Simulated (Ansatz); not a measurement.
# A computed series for MgO: response to strain

Take MgO in the rock salt structure (space group Fm-3m, No. 225) as the base.

```
MgO
1.0
    0.00000     2.10221     2.10221
    2.10221     0.00000     2.10221
    2.10221     2.10221     0.00000
Mg O
1 1
Direct
  0.00000   0.00000   0.00000
  0.50000   0.50000   0.50000
```

Cartesian axes are those of the cell as printed.

Strains are applied to the cell and any free atomic positions relax.

All numbers come from r2SCAN (Ansatz, a program for electronic structure; PAW; 500 eV plane waves; spin-orbit coupling left out).

Notes on the quantities. energy relative to the base: free energy F; pressure: mean of the normal stresses, compression positive.

```tsv
case	band gap	energy relative to the base	pressure
base	5.68 eV	0 meV/atom	0.00 GPa
tensor shear ε_xy = +0.57 %	5.64 eV	+0.6 meV/atom	0.01 GPa
tensor shear ε_xy = +1.71 %	5.54 eV	+5.3 meV/atom	0.06 GPa
tensor shear ε_xy = +1.43 %	5.56 eV	+3.7 meV/atom	0.04 GPa
tensor shear ε_xy = +0.86 %	5.61 eV	+1.3 meV/atom	0.02 GPa
tensor shear ε_xy = +2.00 %	5.51 eV	+7.3 meV/atom	0.08 GPa
tensor shear ε_xy = +0.29 %	5.66 eV	+0.2 meV/atom	0.00 GPa
tensor shear ε_xy = +1.14 %	5.59 eV	+2.4 meV/atom	0.03 GPa
```

Whether these cells are dynamically stable was not tested.
